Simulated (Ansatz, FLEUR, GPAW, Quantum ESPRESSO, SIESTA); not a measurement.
YMg3 (P6_3/mmc, 8 atoms in the cell) computed with different codes at matched settings

Self-consistent single point, at a second geometry (lattice scaled by 0.98). First geometry:

```
YMg3
1.0
    6.68493     0.00000     0.00000
   -3.34246     5.78932     0.00000
    0.00000     0.00000     5.16703
Y Mg
2 6
Cartesian
  3.34247   1.92977   1.29176
  0.00000   3.85955   3.87527
  0.00000   1.88286   1.29176
  3.34247   3.90646   3.87527
  5.05433   0.94143   3.87527
 -1.71186   4.84789   1.29176
  1.71186   4.84789   1.29176
  1.63060   0.94143   3.87527
```

Shared settings, as Ansatz (a first-principles code) writes them: kpoints.mp_grid.grid = 4 4 5; scf.occupations.method = gaussian; scf.occupations.width = 0.0147 Ry. Potentials and cutoffs stand in the table.

| code | model | ΔF from the first geometry (meV/atom) | pressure (GPa) | largest force (eV/Å) | cutoff |
|---|---|---|---|---|---|
| SIESTA | GGA PBEsol, numerical atomic orbitals TZP, PseudoDojo PBEsol standard norm-conserving potentials (rewritten from UPF to PSML) | 1.1 | 1.96 | 0.079 | grid 350 Ry |
| GPAW | PBEsol, GPAW PAW datasets PBEsol (made by gpaw-setup) | 3.1 | 1.70 | 0.027 | 850 eV |
| Quantum ESPRESSO | PBEsol, GBRV 1.5 ultrasoft (PBESOL) pseudopotentials | 3.2 | 1.69 | 0.027 | 40 Ry |
| Ansatz | PBEsol, PAW files made with PBE | 3.2 | 1.72 | 0.027 | 30.9 Ry |
| FLEUR | PBEsol, all-electron FLAPW (FLEUR), scalar-relativistic valence | – | – | 0.025 | Kmax 3.8 1/bohr |

A dash marks a value that a program does not give, or that is left out as unsure.

The spread over the programs that give each value: ΔF from the first geometry within 2.1 meV/atom; pressure within 0.27 GPa; largest force within 0.054 eV/Å.

SIESTA uses small atom-centred bases, whose incompleteness enters pressures, forces and empty levels differently from a plane-wave cutoff. FLEUR treats all electrons, but the usual bases taken here (sphere radii, linearisation, local orbitals, empty states) were not tested for convergence, so the values are no reference for the others. Ansatz's pressure is given at a fixed set of plane waves, as the other plane-wave codes print theirs.

The starting cell comes from a database of computed structures (which also holds hypothetical and non-ambient phases and stackings), without a prior relaxation at this level. For this run, on top of that: lattice scaled by 0.98.

Left out of this page: CP2K (unsound by tests on forces, stress, charge or solver warnings); Elk (not drawn, or without a comparable value).

Keys are those of Ansatz 0.2.
